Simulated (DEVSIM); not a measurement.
System: Co/Al2O3/SiO2/p-Si capacitor, at 300 K.

Layer 1 from the left is Al2O3, thickness (nm) 18.0. Layer 2 from the left is SiO2, thickness (nm) 1.40. Layer 3 from the left is Si, thickness (nm) 7100, Na (cm⁻³) 6.6e15.

Metal gate on the left, work function 5 eV. Fixed charge at the semiconductor interface 0 cm⁻² (in units of +e); interface traps 2.3e12 cm⁻² eV⁻¹, uniform in energy, neutral level at 0.7 of the gap above the valence band.

Constants are typed, rounded textbook-type inputs, not results; the design itself was drawn at random and stands for no fabricated device. Values at 300 K.

Al2O3: gap (eV) 6.8, affinity (eV) 1.35, permittivity 9. SiO2: gap (eV) 9, affinity (eV) 0.9, permittivity 3.9. Si: gap (eV) 1.124, affinity (eV) 4.05, permittivity 11.7, Nc (cm⁻³) 2.86e19, Nv (cm⁻³) 3.1e19.

Model (solved in DEVSIM): 1D Poisson equation in equilibrium, Boltzmann statistics, complete ionisation; no quantum confinement or tunnelling. Metal contacts follow the ideal Schottky-Mott rule: no Fermi-level pinning, no interface dipoles.

Problem. What does the simulation give for the flat-band voltage?

Solution. flat-band voltage -0.51 V.
